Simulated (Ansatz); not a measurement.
# Effect of Ba → Ca on BaGaGeH

The parent structure is BaGaGeH (space group P3m1, No. 156; a = 4.306 Å, c = 5.093 Å).

One thing is altered: every Ba is replaced by Ca; the structure is relaxed again.

Calculations: plane-wave PAW DFT at the PBEsol level (Ansatz, a program for electronic structure, 420 eV), scalar-relativistic without spin-orbit coupling. Γ-centred 9×9×7 mesh, Fermi–Dirac width 0.05 eV.

```yaml
volume_per_atom: 16.96 Å³ (base 20.45 Å³)
density: 4.49 g/cm³ (base 5.70 g/cm³)
lattice_parameter_a: 4.102 Å (base 4.306 Å)
c/a ratio: 1.135 (base 1.183)
space_group: P3m1 (No. 156) (base P3m1 (No. 156))
shortest_interatomic_distance: 1.736 Å (base 1.733 Å)
band_gap: "0.29 eV (uncertain: the edges found look like a band crossing or inverted bands; the base alone) (base 0.21 eV)"
```

Whether these cells are dynamically stable was not tested. The zero or small gap of CaGaGeH and BaGaGeH can change with the level of theory.
